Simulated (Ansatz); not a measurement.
# Pressure series in WC

Consider WC (space group P-6m2, No. 187; a = 2.898 Å, c = 2.828 Å).

Cell and atoms are relaxed at each pressure.

Method: DFT with PBEsol, PAW potentials and a 420 eV plane-wave cutoff in Ansatz (an electronic-structure program), without spin-orbit coupling.

```tsv
pressure (GPa)	volume per atom (Å³/atom)
-1	10.312
0	10.287
0.9	10.264
2.1	10.234
4.5	?
9	10.071
15	9.939
22.5	9.786
30	9.644
```

Task: Fit the third-order Birch–Murnaghan form P(V) = (3B₀/2)[(V₀/V)^(7/3) − (V₀/V)^(5/3)]·[1 + (3/4)(B₀′ − 4)((V₀/V)^(2/3) − 1)] (squares taken in P) to the rows shown and predict the withheld row.

Result: Least squares on the printed values gives V₀ = 10.287 Å³/atom, B₀ = 406 GPa, B₀′ = 4.2; this predicts 10.176 Å³/atom, and the run gives 10.176 Å³/atom, in agreement.

Load acts through the strain it causes; cell and atoms are relaxed under it. No phonon test of stability was made. Competing high-pressure phases were not computed. The final runs are not spin-polarised.
